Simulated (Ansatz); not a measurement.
Where the default PAW files enter, the runs use the earlier of Ansatz's two default sets.

By PBEsol, the system below comes out a metal.

A figure of merit of an interconnect metal is its ballistic conductance per area.

Consider the following.

```
CoSi2
1.0
    3.75675     0.00000     0.00000
    0.00000     5.31284     0.00000
    1.87837     2.65642     1.87837
Co Si
1 2
Cartesian
  0.00000   0.00000   0.00000
  1.87837   3.98463   0.00000
  1.87837   1.32821   0.00000
```

Space group of this cell: Fm-3m. The cell is taken as given.

The current flows along the normal of the first two printed cell vectors, the (110) plane of the conventional cell. No spin-orbit coupling; the value is a mean over 0.1 eV about the Fermi level.

Question: Predict the ballistic conductance per area from PBEsol (Ansatz, a program for electronic structure).

Answer: 0.80 × 10¹⁵ S/m² for both spins.
